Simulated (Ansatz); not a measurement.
Smallest direct gap on the k points sampled of Bi₂S₃ (model structure, from the A-La2O3 type, P-3m1, No. 164) at several levels of theory

No measured value is used here.

| level (code) | value (eV) |
|---|---|
| LDA (Ansatz) | … |
| PBE (Ansatz) | 0.86 |
| PBE+SOC (Ansatz) | 0.34 |
| PBEsol (Ansatz) | 0.77 |
| PBEsol+SOC (Ansatz) | 0.28 |
| r²SCAN (Ansatz) | … |
| r²SCAN+SOC (Ansatz) | … |
| PBE0 (Ansatz) | 1.99 |
| r²SCAN0 (Ansatz) | 2.17 |

Question: Complete the blanks.

Answer: 
- LDA (Ansatz, an electronic-structure program), value (eV): 0.72
- r²SCAN (Ansatz), value (eV): 1.14
- r²SCAN+SOC (Ansatz), value (eV): 0.52

Computed values are for a static lattice. Spin–orbit coupling is included only where a level's name says +SOC; with heavier elements it mostly lowers gaps and can invert bands.  Values are at the PBEsol cell. Cutoffs and k meshes differ between the levels. Ansatz's density-functional and Hartree–Fock values are scalar-relativistic unless marked +SOC, with PAW data made under PBE.

A model structure was made by putting elements into a prototype or built by hand; it is no filed structure, need not be a known phase, and can be a saddle point held by its symmetry.
